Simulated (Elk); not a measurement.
Elk 10.2.4, DFT, PBE, spin-polarised, all-electron FP-LAPW, Elk's shipped species files: a generated cell (prototype structure at a guessed volume, not a measured phase) of AlFe (space group R-3m), 2 atoms, spin-polarised from a ferromagnetic start. Basis and mesh were picked for this test and aren't claimed converged.

```json
{
  "cell": "4.57, 4.57, 4.57 Å; 34.2, 34.2, 34.2°",
  "task": "ground state",
  "xctype": "20",
  "spinpol": "true",
  "reducebf": "0.5",
  "swidth": "0.004 Hartree",
  "k mesh (ngridk)": "10×10×10",
  "maxscl": "100",
  "rgkmax": "7 (default)",
  "empty states an atom (nempty)": "4 (default)",
  "epspot (Hartree)": "1e-06 (default)",
  "epsengy (Hartree)": "0.0001 (default)",
  "k-points after symmetry (for each spin)": "116",
  "largest_matrix_size": "122",
  "valence_states": "42"
}
```

Settings of this run: mixtype = 3, mixsdb = 5, broydpm = [0.05, 0.15], tefvit = false; 4 threads, 1 BLAS thread.

| loop | total energy (Hartree) | RMS change in potential |
|---|---|---|
| 1 | -1518.85991909 | - |
| 2 | -1518.87113118 | 1.612096662 |
| 3 | -1519.05764625 | 1.516548879 |
| 4 | -1514.07700746 | 0.7586046427 |
| 5 | -1511.44828909 | 0.3695347368 |
| 6 | -1511.65879181 | 0.3334721232 |
| 7 | -1514.65132361 | 0.6540623935E-01 |
| 8 | -1516.89092209 | 0.4232257421E-01 |
| 9 | -1516.49192750 | 0.3596514784E-01 |
| 10 | -1515.98723426 | 0.1789916023E-01 |
| 11 | -1515.74148287 | 0.1446238140E-01 |
| 12 | -1515.88083754 | 0.1173274710E-01 |
| 13 | -1515.54420148 | 0.6118865381E-02 |
| 14 | -1515.70109284 | 0.2929600077E-02 |
| … | … | … |
| 20 | -1515.72530214 | 0.4399699621E-03 |
| 21 | -1515.72629521 | 0.3419774179E-03 |
| 22 | -1515.73178348 | 0.3169469485E-03 |
| 23 | -1515.72926974 | 0.2504399233E-03 |
| 24 | -1515.72799722 | 0.1831106096E-03 |
| 25 | -1515.72633670 | 0.1267750070E-03 |
| 26 | -1515.72799352 | 0.1189238250E-03 |
| 27 | -1515.72644363 | 0.4694902085E-04 |
| … | … | … |
| 31 | -1515.72586945 | 0.1400082343E-04 |
| 32 | -1515.72600814 | 0.4445828041E-05 |
| 33 | -1515.72600676 | 0.2689730094E-05 |
| 34 | -1515.72600554 | 0.2440885710E-05 |
| 35 | -1515.72604500 | 0.1089352138E-05 |
| 36 | -1515.72604863 | 0.1000009894E-05 |
| 37 | -1515.72604244 | 0.4395280099E-06 |
| 38 | -1515.72604494 | - |

It converged after 38 self-consistent loops.

Problem. The cycle is slow. Which setting should be changed?

Solution. One answer among several that fit: broydpm = [0.7, 0.15] (19 self-consistent loops) or broydpm = [0.4, 0.5] (20 self-consistent loops) or broydpm = [0.4, 0.15] (default) (21 self-consistent loops), all else kept. The other changes of this size gave: broydpm = [0.2, 0.15] (25); broydpm = [0.4, 0.01] (31); broydpm = [0.1, 0.15] (33). The first change moves the result by: energy 0.067 meV/atom, site moment sizes under 0.001 μB. Counts are of single runs.
